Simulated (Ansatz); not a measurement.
Base system: Cu in the fcc (Cu type) structure (space group Fm-3m, No. 225; a = 3.518 Å; relaxed with 0.1 eV smearing). Axes: x, y, z lie along the cube axes.

Calculations: plane-wave PAW DFT at the LDA level (Ansatz, an electronic-structure program, 420 eV), spin-orbit coupling left out.

Strains are applied to the cell and any free atomic positions relax; under biaxial strain the out-of-plane vector relaxes too.

One change was made to it. Results:

```json
[
 {"quantity": "volume per atom", "base": "10.89 Å³", "after": "11.02 Å³"},
 {"quantity": "energy relative to the base (free energy F)", "base": "0 meV/atom", "after": "+5.7 meV/atom"}
]
```

### Question
What was done to the base?
A. biaxial strain −2.50 %, plane normal [001], relaxed out of plane
B. biaxial strain +0.50 %, plane normal [001], relaxed out of plane
C. biaxial strain +2.50 %, plane normal [001], relaxed out of plane
D. biaxial strain −3.00 %, plane normal [001], relaxed out of plane
E. biaxial strain −0.50 %, plane normal [001], relaxed out of plane

### Answer
C, biaxial strain +2.50 %, plane normal [001], relaxed out of plane. For comparison, the energy relative to the base in the other runs: biaxial strain −3.00 %, plane normal [001], relaxed out of plane gives +12 meV/atom; biaxial strain −0.50 %, plane normal [001], relaxed out of plane gives +0.3 meV/atom; biaxial strain +0.50 %, plane normal [001], relaxed out of plane gives +0.3 meV/atom; biaxial strain −2.50 %, plane normal [001], relaxed out of plane gives +8.3 meV/atom.

No phonon test of stability was made. The final runs are not spin-polarised.
